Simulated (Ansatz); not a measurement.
Fermi-surface data of Ni3Si under load (space group R-3m)

Given:

```xyz
4
Lattice="3.4644 0.0080 0.0080 0.0080 3.4644 0.0080 0.0080 0.0080 3.4644" Properties=species:S:1:pos:R:3 pbc="T T T"
Si     0.0000     0.0000     0.0000
Ni     0.0080     1.7362     1.7362
Ni     1.7362     0.0080     1.7362
Ni     1.7362     1.7362     0.0080
```

These are PBEsol, rigid bands (plane waves, PAW, scalar-relativistic; Ansatz, a first-principles code) values and carry that method's errors. Condition of this run: uniaxial stress along [111] of -2 GPa (compression positive) (the target of the relaxation). Geometry: cell and atoms relaxed with PBEsol, then loaded as said.

The density of states at the Fermi level is 2.16 states/(eV·cell), both spins and the bare Sommerfeld coefficient is 1.27 mJ/(mol of atoms·K²). The drude plasma energy comes out as 1.83 eV. The root-mean-square Fermi velocity is 1.6e5 m/s. The resistivity times τ is 146 ×10⁻²² Ω·m·s.

A metal at this level (no band gap); rigid bands, thermally averaged at 300 K, both spins. Spin-orbit coupling is left out. τ is one relaxation time for all states.

Computed structure with no diffraction record at hand here (it may be known, metastable or hypothetical): Ni3Si under load (space group R-3m). Treated as nonmagnetic (a ferromagnetic start lost its moment, other orders weren't tried): Ni3Si under load (space group R-3m).
